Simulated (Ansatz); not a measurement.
Element substitutions in Hf

Start from Hf in the hcp (Mg type) structure (space group P6_3/mmc, No. 194; a = 3.2042 Å, c = 5.0691 Å).

Each row replaces one element on all its sites; cell and atoms are relaxed.

Levels (all Ansatz, a first-principles code, PAW): PBE (420 eV, spin-orbit coupling left out); PBEsol (420 eV, scalar-relativistic without spin-orbit coupling).

The base cell above is that of PBE; each level relaxes its own structures.

```
case     lattice parameter a, PBE  lattice parameter a, PBEsol
-------  ------------------------  ---------------------------
Hf → Zr                6.106 bohr                          [?]
Hf → Sc                6.273 bohr                   6.193 bohr
Hf → Lu                6.627 bohr                          [?]
```

**Question.** What belongs in the blanks?

**Answer.** 
- Hf → Zr, lattice parameter a, PBEsol: 6.017 bohr
- Hf → Lu, lattice parameter a, PBEsol: 6.510 bohr

PBE lies above PBEsol in every row, by 0.080 bohr to 0.117 bohr. They put the cases in the same order.

No phonon test of stability was made. The final runs are not spin-polarised.
